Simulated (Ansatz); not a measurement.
# What pressure 0.7 GPa does to TiC

Start from TiC in the rock salt structure (space group Fm-3m, No. 225; a = 4.2932 Å).

It is then changed as follows: cell and atoms relaxed at a pressure of 0.7 GPa.

Method: Kohn–Sham DFT with the PBEsol functional, run in Ansatz (a first-principles code) with PAW and 420 eV plane waves, no spin-orbit coupling. k-mesh 19×19×19 (Γ-centred); smearing 0.05 eV (Fermi–Dirac).

The volume per atom drops by 0.025 Å³ (9.89 Å³ → 9.87 Å³) and the density increases by 0.01 g/cm³ (5.03 g/cm³ → 5.04 g/cm³). The lattice parameter a decreases by 0.0037 Å to 4.290 Å and the enthalpy H = E + PV relative to the base's energy comes out as +0.04 eV/atom. The band gap stays zero.

Cost of the whole job for the changed cell (relaxation, final SCF and bands): about 22 core-seconds (a rough figure).

Load acts through the strain it causes; cell and atoms are relaxed under it. No phonon test of stability was made. The base started in Pnma and relaxed to Fm-3m at this level. All final runs are without spin polarisation.
